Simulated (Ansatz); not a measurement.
Where the default PAW files enter, the runs use the earlier of Ansatz's two default sets.

Data:

```
BiVO4
1.0
    5.12211     0.00000     0.00000
    0.00000     5.12211     0.00000
    2.56106    -2.56106     5.96995
V Bi O
2 2 8
Cartesian
  2.56106   2.56106   0.00000
  5.12211   2.56106   2.98497
  0.00000   0.00000   0.00000
  2.56106   0.00000   2.98497
  6.40274   0.72237   5.02514
  4.39974   3.84168   2.04017
  3.84148  -0.72237   5.02514
  5.84448   1.28043   2.04017
  3.84148   1.83868   3.92978
  3.28343   1.28043   0.94480
  6.40274   3.28343   3.92978
  1.83868   3.84168   0.94480
```

Space group of this cell: I4_1/a. The cell is strained (lengths along the current scaled by 1.03, ions clamped); by r2SCAN its mean pressure is -5.8 GPa.

Transport runs along the normal of the first two printed cell vectors, the (001) (indices of the unstrained crystal) plane of the conventional cell.

The gap is the functional's own. No spin-orbit coupling. Mid-gap values are interpolated on the energy grid.

Task: State the band gap and the smallest decay constant κ at mid-gap according to r2SCAN in Ansatz (a first-principles code).

Result: Gap 2.40 eV on a 6×6×6 mesh; κ = 0.391 1/Å, at the zone centre.
